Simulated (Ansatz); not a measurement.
Data:

End structure of the (100) surface of germanium, 1 pair of surface atoms bonded, Ga on one of 2 surface atoms, no caps (bottom of the slab: built like the top, H on every dangling bond, free):

```yaml
crystal:
  lattice:
    - [8.14587, 0.00000, 0.00000]
    - [0.00000, 4.07294, 0.00000]
    - [0.00000, 0.00000, 31.00000]
  atoms:
    - { symbol: Ge, position: [0.34464, 0.00000, 0.31579] }
    - { symbol: Ge, position: [0.65508, 0.00000, 0.31582] }
    - { symbol: Ge, position: [0.26409, 0.50000, 0.35662] }
    - { symbol: Ge, position: [0.73580, 0.50000, 0.35662] }
    - { symbol: Ge, position: [0.49987, 0.50000, 0.40729] }
    - { symbol: Ge, position: [0.99995, 0.50000, 0.39948] }
    - { symbol: Ge, position: [0.50004, 0.00000, 0.45192] }
    - { symbol: Ge, position: [0.99985, 0.00000, 0.44761] }
    - { symbol: Ge, position: [0.75000, 0.00000, 0.49627] }
    - { symbol: Ge, position: [0.25000, 0.00000, 0.49627] }
    - { symbol: Ge, position: [0.75000, 0.50000, 0.54272] }
    - { symbol: Ge, position: [0.25000, 0.50000, 0.54272] }
    - { symbol: Ge, position: [0.00027, 0.50000, 0.59016] }
    - { symbol: Ge, position: [0.50020, 0.50000, 0.58792] }
    - { symbol: Ge, position: [0.99943, 0.00000, 0.63768] }
    - { symbol: Ge, position: [0.49527, 0.00000, 0.63468] }
    - { symbol: Ge, position: [0.24488, 0.00000, 0.68565] }
    - { symbol: Ge, position: [0.74556, 0.00000, 0.68314] }
    - { symbol: Ga, position: [0.39713, 0.50000, 0.70994] }
    - { symbol: Ge, position: [0.69619, 0.50000, 0.72882] }
    - { symbol: H, position: [0.27925, 0.00000, 0.26861] }
    - { symbol: H, position: [0.72063, 0.00000, 0.26866] }
```

Model: 22-atom slab, 14.8 Å thick at the start with caps and adatoms, 4x7x1 mesh, Fermi-Dirac 0.025 eV, dipole correction, 4 atoms held, the rest relaxed; symmetry of the start imposed; spin-polarised, no spin-orbit, no U. The slab shows no gap on its mesh. The starting moment vanished. In PBE it is, or lies within 0.01 eV a 1x1 cell of, the lowest of the 3 structures of its composition computed so far; subsurface sites and larger cells were not tried.

**Question.** Predict the work function of the top face from PBE (Ansatz, a program for electronic structure).

**Answer.** 4.63 eV
